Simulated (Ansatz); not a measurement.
Take InP in the zinc blende structure (space group F-43m, No. 216; a = 5.8788 Å) as the base.

Modification: Al takes the place of In on all its sites, then cell and atoms are relaxed.

Levels (all Ansatz, an electronic-structure program, PAW, earlier PAW set): PBEsol (420 eV, no spin-orbit coupling); HSE06+SOC (420 eV, spin-orbit coupling included).

The geometry is relaxed with PBEsol.

```
Quantity                                   Result
----------------------------  -------------------
PBEsol band gap                           1.45 eV
PBEsol valence-band top at Γ  0.00, 0.00, 0.00 eV
```

**Question.** How does going to HSE06+SOC change the band gap and valence-band top at Γ?

**Answer.** The band gap increases by 0.80 eV, from 1.45 eV to 2.25 eV; the valence-band top at Γ (three highest Kramers pairs, from the VBM) becomes 0.00, 0.00, -0.06 eV (PBEsol: 0.00, 0.00, 0.00 eV). The threefold valence maximum splits by Δso ≈ 0.06 eV.

Single points use the geometry relaxed with PBEsol. The hybrid gap comes from the SCF mesh plus the semilocal run's edge points and a few special points and is an upper bound. Differences between runs with and without spin-orbit coupling are approximate. No phonon test of stability was made.
